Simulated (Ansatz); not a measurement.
The starting structures come from a database of crystals and need not be the phases stable at ambient conditions.

Here is the system:

```yaml
crystal:
  lattice:
    - [4.67575, 0.00000, 0.00000]
    - [2.29233, 4.07528, 0.00000]
    - [0.00000, 0.00000, 7.63690]
  atoms:
    - { symbol: Cd, position: [0.15153, 0.15153, 0.00017] }
    - { symbol: Cd, position: [0.84847, 0.84847, 0.50017] }
    - { symbol: Te, position: [0.81781, 0.81781, 0.12483] }
    - { symbol: Te, position: [0.18219, 0.18219, 0.62483] }
```

Space group of this cell: Cmc2_1. The cell is taken as given; by r2SCAN its mean pressure is -1.2 GPa.

The current runs along the normal of the first two printed vectors. All runs by Ansatz (an electronic-structure program), plane waves and PAW, without spin-orbit coupling; the base is r2SCAN.

```
run                                                      mean pressure (GPa)    gap (eV)  mid-gap κ (1/Å)
-------------------------------------------------------  -------------------  ----------  ---------------
base                                                                    -1.2        1.11            0.076
all lengths scaled by 0.98                                               1.2  (withheld)       (withheld)
all lengths scaled by 1.02                                              -3.0        0.91            0.066
lda in place of r2scan                                                  -3.7  (withheld)       (withheld)
lengths across the current scaled by 0.98, ions clamped                  0.3  (withheld)       (withheld)
lengths across the current scaled by 1.02, ions clamped                 -2.4        0.98            0.069
lengths along the current scaled by 0.97, ions clamped                   0.0        1.21            0.081
lengths along the current scaled by 1.03, ions clamped                  -2.1        0.99            0.073
pbesol in place of r2scan                                               -2.3        0.50            0.039
```

Question: Some entries are withheld; supply them.

Answer: 
- all lengths scaled by 0.98, gap (eV): 1.31
- all lengths scaled by 0.98, mid-gap κ (1/Å): 0.086
- lda in place of r2scan, gap (eV): 0.35
- lda in place of r2scan, mid-gap κ (1/Å): 0.028
- lengths across the current scaled by 0.98, ions clamped, gap (eV): 1.22
- lengths across the current scaled by 0.98, ions clamped, mid-gap κ (1/Å): 0.084
